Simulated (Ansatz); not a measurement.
Start from Al$_{2}$O$_{3}$ in the corundum structure (space group R-3c, No. 167; a = 4.759 Å, c = 12.995 Å (hexagonal axes)). Axes: x lies along a and z along c of the hexagonal cell.

The values are results of Kohn–Sham DFT with the r2SCAN functional, run in Ansatz (a first-principles code) with PAW and 500 eV plane waves, no spin-orbit coupling, not measurements.

Strains are applied to the cell and any free atomic positions relax; under biaxial strain the out-of-plane vector relaxes too; under stress the whole cell relaxes.

One change was made to it. Results:

```tsv
quantity	base	after
energy relative to the base (free energy F)	0 meV/atom	+12 meV/atom
shortest interatomic distance	1.856 Å	1.835 Å
width of the top valence band	0.65 eV	0.69 eV
band gap	7.14 eV	7.53 eV
```

Q: Which of these changes matches the shifts?
A. biaxial strain −1.91 %, plane normal [001], relaxed out of plane
B. uniaxial stress, 2 GPa compression along z
C. biaxial strain −2.52 %, plane normal [001], relaxed out of plane

A: A, biaxial strain −1.91 %, plane normal [001], relaxed out of plane. For comparison, the band gap in the other runs: uniaxial stress, 2 GPa compression along z gives 7.13 eV; biaxial strain −2.52 %, plane normal [001], relaxed out of plane gives 7.63 eV.

Beyond what the load breaks, stability against distortions was not tested.
